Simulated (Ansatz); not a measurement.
Results of r²SCAN (plane waves, PAW; Ansatz, a quantum-chemistry and plane-wave program) for fluorite PtAl2.

Settings: plane-wave cutoff 600 eV, 20×20×20 k mesh, Fermi–Dirac smearing 0.095 eV (set by the program), scalar-relativistic PAW data made under PBE.

The cell has the measured lattice: a = b = c = 5.910 Å, α = β = γ = 90.00°.

Question: Give the computed elastic constant C12, elastic constant C44, polycrystal shear modulus (Hill average) and elastic constant C11.

Answer: 
- elastic constant C12: 115 GPa
- elastic constant C44: 50.2 GPa
- polycrystal shear modulus (Hill average): 44.4 GPa
- elastic constant C11: 189 GPa

Note: the cell isn't this level's own, so it is under some stress, which shifts stiffness and frequencies.

Elastic constants are with the ions relaxed.

Spin–orbit coupling is not included.

The computed numbers hold no vibrational or temperature effects.
